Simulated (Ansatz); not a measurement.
Structures of equal composition on the (111) surface of fcc Rh: a layer of Pt in place of the second plane; a layer of Pt in place of the third plane. The slabs share one bottom face, and each structure is named by its start. These are constructed structures in small cells; real faces may alloy, dewet or reconstruct in larger ones, and not all known structures of the face are among them. Slabs of about 11 Å, Fermi-Dirac smearing of 0.1 eV. Bottom of the slabs: a bare face, its two planes held. Relaxed from the named starts with such symmetry as they have, on meshes of like density; energies extrapolated to zero smearing; spin only where a row says so; no spin-orbit coupling, no U. Brackets mark spin-polarised runs, whose order is one that fits the cell.

Computed with PBE (plane waves to 420 eV, PAW; Ansatz, a first-principles code).

Question: Rank these by energy per 1x1 cell (lowest first), as PBE gives it.

Answer: a layer of Pt in place of the third plane (0.000 eV), a layer of Pt in place of the second plane (0.062 eV)
